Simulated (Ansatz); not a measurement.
# Pressure series in InSb

The reference is InSb in the zinc blende structure (space group F-43m, No. 216; a = 6.556 Å).

Cell and atoms are relaxed at each pressure.

The values are results of plane-wave PAW DFT at the r2SCAN level (Ansatz, a quantum-chemistry and plane-wave program, 500 eV), without spin-orbit coupling, not measurements.

```tsv
change	shortest interatomic distance	band gap
base	2.839 Å	zero
pressure −2 GPa	2.889 Å	zero
pressure −1 GPa	2.862 Å	zero
pressure 0.7 GPa	2.824 Å	0.12 eV
pressure 1.5 GPa	2.809 Å	0.22 eV
pressure 3 GPa	2.783 Å	0.39 eV
pressure 5 GPa	2.753 Å	0.59 eV
pressure 7.5 GPa	2.721 Å	0.81 eV
pressure 10 GPa	2.693 Å	1.01 eV
```

Spin-orbit coupling, missing from the scalar runs, can matter with Sb. Load acts through the strain it causes; cell and atoms are relaxed under it. Whether these cells are dynamically stable was not tested. Tetrahedral semiconductors of this kind turn to denser phases somewhere between about 1 and 50 GPa; those were not computed, so compressed cells here can lie past the real transition. All final runs are without spin polarisation. Gaps under 0.05 eV, about the width of the smearing, are given as zero. The zero or small gap of InSb can change with the level of theory.
